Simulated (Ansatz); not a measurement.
System: fluorite HfO2 (high-temperature phase). Method: PBE+SOC in Ansatz (plane waves, PAW).

Numerical settings: plane-wave cutoff 520 eV, 12×12×12 k mesh, Fermi–Dirac smearing 0.01 eV, PAW data made under PBE.

Computed at the level's own relaxed cell.

What does this level give for the pressure derivative B′ of the bulk modulus, band gap, bulk modulus, equilibrium lattice constant a, equilibrium volume per atom and direct gap at Γ?


* **pressure derivative B′ of the bulk modulus**: 4.2
* **band gap**: 3.75 eV (direct)
* **bulk modulus**: 247 GPa
* **equilibrium lattice constant a**: 5.096 Å
* **equilibrium volume per atom**: 11.03 Å³/atom
* **direct gap at Γ**: 4.42 eV

Measured, for comparison: bulk modulus 242 ± 16 GPa (room temperature, not corrected to a static lattice, nanocrystalline cubic HfO2, second-order Birch-Murnaghan; as tabulated in High-pressure structural stability, equation of state, and thermal expansion …). Computed (rounded) less measured: bulk modulus +2 % (inside the measured uncertainty). A static lattice is as a rule a little smaller and stiffer than an uncorrected measurement, which narrows the difference in the bulk modulus and would widen misses of the other sign.

Note: symmetry holds this phase in the static calculation, where it need not be a minimum; held by symmetry at 0 K, a high-temperature phase can be a saddle point.

Computed values are for the static lattice.

Cost on a shared machine: around 4 core-minutes (rough).

Ansatz is a quantum-chemistry and plane-wave program.
